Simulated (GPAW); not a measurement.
Band structure of Cs₃LiCl₄ (P4/mmm, 8 atoms in the cell).

```
CELL_PARAMETERS angstrom
      7.99190     0.00000     0.00000
      0.00000     7.99190     0.00000
      0.00000     0.00000     3.96677
ATOMIC_POSITIONS crystal
  Cs 0.50000 0.00000 0.00000
  Cs 0.00000 0.50000 0.00000
  Cs 0.50000 0.50000 0.00000
  Li 0.00000 0.00000 0.00000
  Cl 0.23259 0.23259 0.50000
  Cl 0.76741 0.76741 0.50000
  Cl 0.76741 0.23259 0.50000
  Cl 0.23259 0.76741 0.50000
```

Level of theory: PBEsol, GPAW PAW datasets PBEsol (made by gpaw-setup) (plane waves; GPAW).

Settings: mode = pw; ecut = 600 eV; xc = PBEsol; kpts = 3 3 6; mesh shift (steps) = 0 0 0; occupations.name = fermi-dirac; occupations.width = 0.02 eV; nbands = -8; convergence.density = 1e-05 e/electron; convergence.bands = -6; symmetry.symmorphic = false; symmetry.tolerance = 0.0005; maxiter = 120; bandpath_npoints = 40.

The starting cell comes from a database of computed structures (which also holds hypothetical and non-ambient phases and stackings), without a prior relaxation at this level. Its lattice was rescaled by a random factor within 2.5 % of one.

Task: Predict the gap along the standard path and the places of the band edges.

Result: The gap along the path is 4.34 eV, direct at Γ to within 0.01 eV.

Levels in eV from the top of the valence band on the SCF mesh, bands 25 to 32:
| point | 25 | 26 | 27 | 28 | 29 | 30 | 31 | 32 |
|---|---|---|---|---|---|---|---|---|
| Γ | -0.08 | -0.02 | 0.00 | 0.00 | 4.34 | 5.25 | 5.32 | 5.83 |
| X | -0.14 | -0.10 | -0.09 | -0.07 | 5.22 | 5.38 | 5.56 | 6.05 |
| M | -0.09 | -0.08 | -0.08 | -0.06 | 5.30 | 5.62 | 5.89 | 5.89 |
| Z | -0.23 | -0.23 | -0.04 | 0.00 | 5.04 | 5.97 | 6.01 | 6.01 |
| R | -0.60 | -0.19 | -0.15 | -0.10 | 5.83 | 5.86 | 5.86 | 6.64 |
| A | -0.64 | -0.22 | -0.22 | -0.22 | 5.95 | 6.52 | 6.52 | 6.85 |
